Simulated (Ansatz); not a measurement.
Output of an Ansatz run (abridged):

```
WARN ansatz: RAYON_NUM_THREADS=1 ignored (pool sized by the plan → 1); use --threads N
Pseudopotentials: kind: paw
Pseudopotential: Al, paw, valence charge 3
Crystal: 1 atoms, lattice volume = 17.224 Å³
Basis set: ecut = 420 eV, 331 PW (Γ), exchange–correlation on 40×40×40 points (8 copies of the dense FFT grid, shifted against one another)
Bands: 6, of which v1, the nominal top of the filled ones, is band 2 counted from 1 (1 counted from 0)
Symmetry: 48 space group operations
Space group: Fm-3m (ITA 225), of the structure as read, at distance tolerance 2.6e-5 Å
k-points: 56 of 1331
PAW frozen core: Al, regenerated for the run's functional, and the local potential with it
Initial density: superposition of atomic densities (neutral atoms: chi_scale 0, normalization atom), corrected by the library's trained network
Initial wavefunctions: pseudopotential atomic-orbital guess
Eigensolver: davidson
Functional: x = pbesol(κ = 0.804, μ = 0.12345679012345678), c = pbesol(β = 0.046)
SCF iter   1: F=—  HF=-524.553386 eV  |F-HF|=—  |Δ(HF+E_count)|=         —  Δρ=6.35e-4  dr2=3.08e-5  ethr=1.77e-3  ⟨swp⟩=4.8  Hψ=2847  notcnv=0
all-band conjugate gradients solve this SCF's bands
preconditioner: auto → none
SCF iter   2: F=—  HF=-524.553405 eV  |F-HF|=—  |Δ(HF+E_count)|=   1.94e-5  Δρ=3.28e-4  dr2=8.55e-6  ethr=1.03e-6  ⟨swp⟩=1.9  Hψ=847  notcnv=0
iter 3 did not close the SCF: its close was put off for the readings that it lacked (scf_convergence_deferred on its scf_iter line)
SCF iter   3: F=-524.553409 eV  HF=-524.553409 eV  |F-HF|=3.40e-8  |Δ(HF+E_count)|=   3.83e-6  Δρ=2.01e-5  dr2=8.21e-8  ethr=2.85e-7  ⟨swp⟩=1.5  Hψ=367  notcnv=0
iter 4 did not close the SCF: its close was put off for the readings that it lacked (scf_convergence_deferred on its scf_iter line)
SCF iter   4: F=-524.553409 eV  HF=-524.553409 eV  |F-HF|=6.03e-9  |Δ(HF+E_count)|=   2.52e-8  Δρ=9.12e-6  dr2=1.61e-8  ethr=2.74e-9  ⟨swp⟩=1.1  Hψ=331  notcnv=0
iter 5 did not close the SCF: its close was put off for the readings that it lacked (scf_convergence_deferred on its scf_iter line)
SCF iter   5: F=-524.553409 eV  HF=-524.553409 eV  |F-HF|=8.19e-12  |Δ(HF+E_count)|=   5.51e-9  Δρ=3.77e-7  dr2=1.94e-11  ethr=5.37e-10  ⟨swp⟩=1.1  Hψ=327  notcnv=0
SCF iter   6: F=-524.553409 eV  HF=-524.553409 eV  |F-HF|=6.82e-13  |Δ(HF+E_count)|=  6.59e-12  Δρ=8.78e-8  dr2=1.58e-12  ethr=1.00e-12  ⟨swp⟩=1.6  Hψ=1091  notcnv=0
SCF 1 converged in 6 iterations: F = -524.553409 eV  dr2 = 1.58e-12
SCF converged after 6 iterations
Free energy (F): -524.553409 eV
Harris-Foulkes:  -524.553409 eV  (|F-HF|=6.82e-13)
Internal energy: -524.530704 eV  (E = F + TS)
E sigma→0 (E₀):  -524.542057 eV
Entropy (-TS):   -0.022705 eV (-22.705 meV/atom)
Fermi energy:    7.470614 eV
--- Per-component energies (eV) ---
  E_band       = 9.430445
  E_kinetic    = 22.174975
  E_local      = 9.091402  (includes V_loc(G=0)·N_el)
  E_nonlocal   = 10.296620
  E_hartree    = 0.096175
  E_xc         = -39.107967
  E_vxc        = -28.779166  (∫ρ·V_xc dr)
  E_paw        = -454.631054  (= ΣΔE_a)
  E_vpaw       = -3.545734  (= ΣTr[D̂ρ^β])
  E_aug_tail   = -0.000002  (compensation charges beyond the density's cutoff)
  E_ewald      = -72.469992
  E_core_change = 0.019139  (= ΣΔE_core)
  E_smearing   = -0.022705  (= −TS)
  E_closure    = 0.000000  (closes the sum)
  Σ components = -524.553409   (vs F -524.553409, Δ=0.00e0)
--- Forces (eV/Å), atoms counted from 1 ---
  atom   1  Al    -0.00000000    -0.00000000    -0.00000000
  max |Σ_I F_I| component: 2.12e-33 eV/Å
--- Stress (GPa, compression-positive) ---
       -4.379817      -0.000000       0.000000
        0.000000      -4.379817       0.000000
        0.000000       0.000000      -4.379817
  P = ⅓ Tr σ = -4.3798 GPa (-43.798 kbar)
  The stress holds the Pulay correction. Without it, at fixed plane waves, as pw.x and ABINIT print it: P = -4.4340 GPa
--- Band table (eV; the first three rows and the last of 56) ---
  k-point 0: bands = ["-3.3839", "19.7287", "19.7287", "19.7287", "20.9691", "20.9691"]
  k-point 1: bands = ["-3.1658", "16.8643", "19.0570", "19.0570", "21.7304", "21.9582"]
  k-point 2: bands = ["-2.5136", "13.3180", "18.3295", "18.3295", "21.5392", "22.7623"]
  k-point 55: bands = ["6.1112", "6.3726", "7.6739", "9.4715", "20.9430", "23.6311"]
```

The structure:

```
CELL_PARAMETERS angstrom
      0.00000     2.04976     2.04976
      2.04976     0.00000     2.04976
      2.04976     2.04976     0.00000
ATOMIC_POSITIONS crystal
  Al 0.00000 0.00000 0.00000
```

Write an input that gives this output.

Other spellings and defaults could give the same log, and not every line can be read from it. The input that was run (DFT, PBEsol, plane waves, default PAW files made with PBE):

Ansatz 0.2 input:
```yaml
crystal:
  lattice:
    - [0.00000000, 2.04975700, 2.04975700]
    - [2.04975700, 0.00000000, 2.04975700]
    - [2.04975700, 2.04975700, 0.00000000]
  atoms:
    - { symbol: Al, position_ang: [0.00000000, 0.00000000, 0.00000000] }
basis:
  ecutwfc: 420.0 eV
kpoints:
  mp_grid: { grid: [11, 11, 11] }
hamiltonian:
  xc: pbesol
  pseudopotentials: { kind: paw }
scf:
  occupations: { method: fermi_dirac, width: 0.136 eV }
output:
  forces: true
  eigenvalues: true
  stress: true
```

The starting cell comes from a database of computed structures (which also holds hypothetical and non-ambient phases and stackings), without a prior relaxation at this level. Its lattice was rescaled by a random factor within 2.5 % of one. With a pressure of about -4 GPa the cell is away from its equilibrium volume at this level. Ansatz's pressure includes its estimate of the finite-basis (Pulay) stress.

Ansatz is a program for electronic structure.
